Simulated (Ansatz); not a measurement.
PBE against PBEsol: HfSi2, uniaxial strain ε_yy = +3.10 %

Base system: HfSi2 (space group Cmcm, No. 63; a = 3.683 Å, b = 14.598 Å, c = 3.658 Å). Axes: x, y, z lie along a, b, c of the conventional cell.

(Cell as relaxed with PBE.)

Levels (all Ansatz, a program for electronic structure, PAW): PBE (420 eV, no SOC); PBEsol (420 eV, spin-orbit coupling left out).

Each level relaxes its own structure.

```
base                  PBE    PBEsol
---------------  --------  --------
volume per atom  16.39 Å³  15.87 Å³
band gap             zero      zero
```

Perturbation: the cell is stretched by 3.10 % along y with no lateral relaxation, atoms relaxed at fixed cell.

```tsv
quantity	PBE	PBEsol
pressure (mean of the normal stresses, compression positive)	-3.2 GPa	-3.4 GPa
shortest interatomic distance	2.427 Å	2.416 Å
energy relative to the base (free energy F)	+8.5 meV/atom	+8.7 meV/atom
band gap	zero	zero
```

PBE's pressure lies 0.2 GPa above PBEsol's; PBE's shortest interatomic distance lies 0.011 Å above PBEsol's (0.5 %); the two agree on the band gap. Neither level is exact; PBEsol is the comparison here, not a measurement.

Without a gap, meshes like the base's 13×13×13 leave anisotropic stresses uncertain by several tenths of a GPa, and small strain energies with them. Whether these cells are dynamically stable was not tested. The final runs are not spin-polarised.
